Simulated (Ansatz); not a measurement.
# Ga2S3, pressure series

Consider Ga$_{2}$S$_{3}$ (space group Cc, No. 9; a = 11.1225 Å, b = 6.3929 Å, c = 7.0040 Å, α = γ = 90.00°, β = 121.02°).

Cell and atoms are relaxed at each pressure.

The values are results of plane-wave PAW DFT at the PBEsol level (Ansatz, a quantum-chemistry and plane-wave program, 420 eV), without spin-orbit coupling, not measurements.

```json
[
 {"change": "base", "width of the top valence band": "0.72 eV", "shortest interatomic distance": "2.205 Å"},
 {"change": "pressure −2 GPa", "width of the top valence band": "0.63 eV", "shortest interatomic distance": "2.216 Å"},
 {"change": "pressure −1 GPa", "width of the top valence band": "0.68 eV", "shortest interatomic distance": "2.210 Å"},
 {"change": "pressure 0.3 GPa", "width of the top valence band": "0.73 eV", "shortest interatomic distance": "2.204 Å"},
 {"change": "pressure 0.7 GPa", "width of the top valence band": "0.74 eV", "shortest interatomic distance": "2.202 Å"},
 {"change": "pressure 1.5 GPa", "width of the top valence band": "0.77 eV", "shortest interatomic distance": "2.198 Å"},
 {"change": "pressure 3 GPa", "width of the top valence band": "0.81 eV", "shortest interatomic distance": "2.193 Å"},
 {"change": "pressure 5 GPa", "width of the top valence band": "0.88 eV", "shortest interatomic distance": "2.185 Å"},
 {"change": "pressure 7.5 GPa", "width of the top valence band": "0.96 eV", "shortest interatomic distance": "2.177 Å"},
 {"change": "pressure 10 GPa", "width of the top valence band": "1.04 eV", "shortest interatomic distance": "2.170 Å"}
]
```

The levels and masses belong to the bands next to the band gap. Load acts through the strain it causes; cell and atoms are relaxed under it. Whether these cells are dynamically stable was not tested. Competing high-pressure phases were not computed.
